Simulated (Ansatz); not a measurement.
A user runs Ansatz (a quantum-chemistry and plane-wave program) on Cr2O3 (R-3c, 10 atoms in the cell) and asks whether the run is sound. The aim is a self-consistent single point with DFT, PBE, plane waves, PAW files.

Cell that was meant: a = 5.2711 Å, b = 5.2711 Å, c = 5.2711 Å, α = 55.75°, β = 55.75°, γ = 55.75°.

Part of the input:

Ansatz 0.2 input:
```yaml
# Cr4O7
crystal:
  lattice:
    - [2.464342, 1.422788, 4.437024]
[...]
    - { symbol: O, position_ang: [-0.977383, -1.422789, 5.546280] }
    - { symbol: O, position_ang: [-1.720862, 0.135043, 7.764792] }
    - { symbol: O, position_ang: [1.720862, -0.135044, 5.546280] }
    - { symbol: O, position_ang: [2.001930, -0.548330, 5.532326] }
basis:
  ecutwfc: 420.0 eV
kpoints:
```

Output, abridged:

```
WARN ansatz: RAYON_NUM_THREADS=1 ignored (pool sized by the plan → 1); use --threads N
Pseudopotentials: kind: paw
   [... lines left out ...]
Magnetic group: BNS 1.1 (UNI 1), of the structure as read, at distance tolerance 4.5e-5 Å
k-points: 36 of 64 (time reversal used)
Initial density: superposition of atomic densities (chi_scale 0.1, normalization cell, long waves kept (reshape's long-wave potential 0.03 eV rms))
Starting moments: Σ|m| = 12 μB on 4 of 11 sites
Initial wavefunctions: pseudopotential atomic-orbital guess
Eigensolver: davidson
Functional: x = pbe(κ = 0.804, μ = 0.2195149727645171), c = pbe(β = 0.06672455060314922)
SCF iter   1: F=—  HF=-17269.672677 eV  |F-HF|=—  |Δ(HF+E_count)|=         —  Δρ=1.07e-1 (↑1.07e-1 ↓9.05e-2)  dr2=2.65e1  dr2_m=7.92e-1  M=10.628 μB ∫|m|=10.754 μB  β_m=0.30  ethr=3.10e-3  ⟨swp⟩=5.4  Hψ=20552  notcnv=0  defer=29
Mixer restart at iter 1: flushing history
all-band conjugate gradients solve this SCF's bands
preconditioner: auto → Kerker (q_TF=auto, 2.751 Å⁻¹)
   [... lines left out ...]
SCF iter  14: F=—  HF=-17263.195575 eV  |F-HF|=—  |Δ(HF+E_count)|=   2.96e-8  Δρ=6.76e-6 (↑6.76e-6 ↓3.55e-6)  dr2=8.58e-8  dr2_m=4.08e-9  M=10.403 μB ∫|m|=10.718 μB  β_m=0.79  ethr=4.55e-10  ⟨swp⟩=2.1  Hψ=7494  notcnv=0  defer=117
SCF iter  15: F=-17263.195575 eV  HF=-17263.195575 eV  |F-HF|=6.79e-8  |Δ(HF+E_count)|=  9.82e-11  Δρ=4.08e-6 (↑4.08e-6 ↓3.88e-6)  dr2=7.86e-8  dr2_m=3.54e-10  M=10.403 μB ∫|m|=10.718 μB  ethr=8.75e-11  ⟨swp⟩=10.2  Hψ=19411  notcnv=0
SCF 1 converged in 15 iterations: F = -17263.195575 eV  dr2 = 7.86e-8
WARN: an SCF from antiferromagnetic starting moments (3.00, -3.00, -3.00, 3.00, 0.00, 0.00, 0.00, 0.00, 0.00, 0.00, 0.00 Bohr magnetons, atom by atom) was not …
   [... lines left out ...]
Absolute magnetization: 10.7242 μB (∫|ρ↑−ρ↓|, with the PAW one-centre terms)
Free energy (F): -17263.195575 eV
Fermi energy:    15.648056 eV
   [... lines left out ...]
  atom  11  O    787.43809427 -1156.41724887   -39.95358260
--- Stress (GPa, compression-positive) ---
      422.521816    -576.433635     -10.360135
     -576.433586     884.967003      34.133340
      -10.360150      34.133363      55.404643
  P = ⅓ Tr σ = 454.2978 GPa (4542.978 kbar)
  The stress holds the Pulay correction. Without it, at fixed plane waves, as pw.x and ABINIT print it: P = 450.6188 GPa
```

Is anything amiss in this input, and did it matter?

The run is not sound. The fault is one atom entered twice. Two nuclei at or near one point give a huge ion-ion repulsion and overlapping cores, and the electron count is too high as well. To fix it, remove the duplicate atom. The run converged in 15 iterations without an error; against the sound input the pressure goes from 15.99 to 454.3 GPa, the largest force goes from 0.264 to 1411 eV/Å and the size of the net moment goes from 1.20 to 0.95 μB/atom.

The sound input it was made from differs as follows (other fixes are possible):
```diff
-# Cr4O7
+# Cr2O3
-    - { symbol: O, position_ang: [2.001930, -0.548330, 5.532326] }
```

With that input, the run converged in 11 iterations: free energy E − TS (on the zero of these files) -16919.8196 eV; pressure 15.99 GPa; largest force (vector length) 0.264 eV/Å; size of the cell's spin moment 11.98 μB (DFT, PBE, plane waves, PAW files).

On the sound input: the starting cell comes from a database of computed structures (which also holds hypothetical and non-ambient phases and stackings), without a prior relaxation at this level. Its lattice was rescaled by a random factor within 2.5 % of one. The magnetic order is the one reached from the typed start; others were not searched systematically. The program warned that, by what it read of turns of the moments, another magnetic order lies lower. With a pressure of about 16 GPa the cell is away from its equilibrium volume at this level. Ansatz's pressure includes its estimate of the finite-basis (Pulay) stress. Without the estimate this run gives 15.45 GPa.
